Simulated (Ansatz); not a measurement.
# How far PBE and PBEsol part for Re, pressure −2 GPa

The parent structure is Re in the hcp (Mg type) structure (space group P6_3/mmc, No. 194; a = 2.775 Å, c = 4.483 Å).

(Cell as relaxed with PBE.)

Levels (all Ansatz, a quantum-chemistry and plane-wave program, PAW): PBE (420 eV, scalar-relativistic without spin-orbit coupling); PBEsol (420 eV, no SOC).

Each level relaxes its own structure.

```json
[
 {"base": "volume per atom", "PBE": "14.95 Å³", "PBEsol": "14.55 Å³"},
 {"base": "lattice parameter a", "PBE": "2.775 Å", "PBEsol": "2.751 Å"},
 {"base": "band gap", "PBE": "zero", "PBEsol": "zero"}
]
```

Modification: hydrostatic tension (pressure −2 GPa).

| quantity | PBE | PBEsol |
|---|---|---|
| shortest interatomic distance | 2.760 Å | 2.735 Å |
| band gap | zero | zero |

PBE's shortest interatomic distance lies 0.025 Å above PBEsol's (0.9 %); the two agree on the band gap. Neither level is exact; PBEsol is the comparison here, not a measurement.

Load acts through the strain it causes; cell and atoms are relaxed under it. Stability against distortions was not tested. The final runs are not spin-polarised.
